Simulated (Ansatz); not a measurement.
# silicon: the defect Ti interstitial

Level of theory: PBE, PAW (plane waves to 420 eV; Ansatz, a first-principles code). A 2×2×2 supercell of 64 sites was used; the energies come from a 2×2×2 shifted sampling of its zone. Site at the start: void with 6Si nearest. Finite-size correction: monopole term and site-potential alignment. Dielectric constants: PBE linear response of the host. Host gap at this level: 0.61 eV. A cell of this size leaves errors of a few tenths of an eV. PBE underestimates the host's gap, which shifts levels and can delocalise carriers. Spin–orbit coupling is left out, and no Hubbard U is applied to the open shells. Each state is the lowest found from its start.

Formation energies E_f are given with the Fermi level at the valence-band maximum. Chemical conditions: impurity bounded by its compound with the host (Δμ(Ti) = -1.70 eV, bounded by TiSi2 (Cmcm); only phases computed here count, gases as isolated molecules at 0 K). Reference phases: Ti: hcp Ti.

The name describes the start; the neighbours show where the added atom ended.

| charge | moment (μB) | largest move off a lattice site (Å) | neighbours of the added atom at the end (Å) | image correction with alignment (eV) | E_f, impurity bounded by its compound with the host (eV) | above the lowest spin state (eV) |
|---|---|---|---|---|---|---|
| +2† | 2.0 | 0.14 | Si 2.48, Si 2.48, Si 2.49, Si 2.50 | 0.89 | – | 0.00 |
| +2† | not spin-polarised | 0.11 | Si 2.47, Si 2.48, Si 2.48, Si 2.48 | 0.88 | – | 0.10 |
| +1† | 3.0 | 0.12 | Si 2.48, Si 2.48, Si 2.48, Si 2.48 | 0.34 | – | 0.00 |
| +1† | 3.0 | 0.12 | Si 2.48, Si 2.48, Si 2.48, Si 2.48 | 0.34 | – | 0.00 |
| 0† | 2.0 | 0.12 | Si 2.44, Si 2.48, Si 2.48, Si 2.48 | 0.00 | 3.05 | 0.00 |
| 0† | not spin-polarised | 0.15 | Si 2.44, Si 2.44, Si 2.50, Si 2.50 | 0.00 | 3.15 | 0.10 |
| −1† | 1.0 | 0.12 | Si 2.45, Si 2.45, Si 2.48, Si 2.48 | -0.10 | – | 0.00 |
| −1† | 1.0 | 0.12 | Si 2.45, Si 2.45, Si 2.48, Si 2.48 | -0.10 | – | 0.00 |

† Not settled in this cell, so no level is given: charge +2: carriers not clearly localised, level within 0.1 eV of a band edge or past it; charge +1: carriers not clearly localised; charge 0: carriers not clearly localised; charge −1: carriers not clearly localised, level within 0.1 eV of a band edge or past it.

Starting moments that weren't kept: charge +1 began with 1 μB and ended with 3.0; charge 0 began with 4 μB and ended with 2.0; charge −1 began with 5 μB and ended with 1.0.

No other site or start that was run ended lower by more than 0.1 eV.

Flagged in the runs: a strain field that reaches the edge of the cell.
